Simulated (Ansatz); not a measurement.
**How the band gap of B2O3 (model structure, P-62c, No. 190, 10 atoms in the cell) moves with the method**

No measured value is used here.

```json
[
 {"level (code)": "LDA (Ansatz)", "value (eV)": "[?]", "cell (Å³/atom)": "10.25"},
 {"level (code)": "PBEsol (Ansatz)", "value (eV)": "4.95 (indirect)", "cell (Å³/atom)": "12.01"},
 {"level (code)": "r²SCAN (Ansatz)", "value (eV)": "5.69 (indirect)", "cell (Å³/atom)": "11.00"},
 {"level (code)": "r²SCAN+rVV10 (Ansatz)", "value (eV)": "5.53 (indirect)", "cell (Å³/atom)": "10.41"}
]
```

Problem. What belongs in the gaps?

Solution. 
- LDA (Ansatz, a program for electronic structure), value (eV): 4.49 (indirect)

Computed values are for a static lattice.  Each level is taken at its own relaxed cell. Cutoffs differ between the levels. Ansatz's density-functional and Hartree–Fock values are scalar-relativistic unless marked +SOC, with PAW data made under PBE.

A model structure was made by putting elements into a prototype or built by hand; it is no filed structure, need not be a known phase, and can be a saddle point held by its symmetry.
